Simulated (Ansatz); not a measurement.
Here is the system:

```
TiAl
1.0
    2.75952     0.00000     0.00000
    0.00000     2.75952     0.00000
    0.00000     0.00000     3.98517
Al Ti
1 1
Direct
  0.50000   0.50000   0.50000
  0.00000   0.00000   0.00000
```

No spin polarisation.

Level of theory: plane-wave PAW DFT at the r2SCAN level (Ansatz, a program for electronic structure, 500 eV), without spin-orbit coupling, earlier PAW set. Γ-centred 20×20×14 mesh, Fermi–Dirac width 0.1 eV.

### Question
Predict the band gap, pressure and space group.

### Answer
* **Band gap**: zero
* **Pressure (mean of the normal stresses, compression positive)**: 7.7 GPa
* **Space group**: P4/mmm (No. 123)

The cells carry an imposed strain or load. Whether these cells are dynamically stable was not tested. The final runs are not spin-polarised. The cell was made from TiAl (space group P4/mmm, No. 123) by this change: isotropic strain −1.89 %.
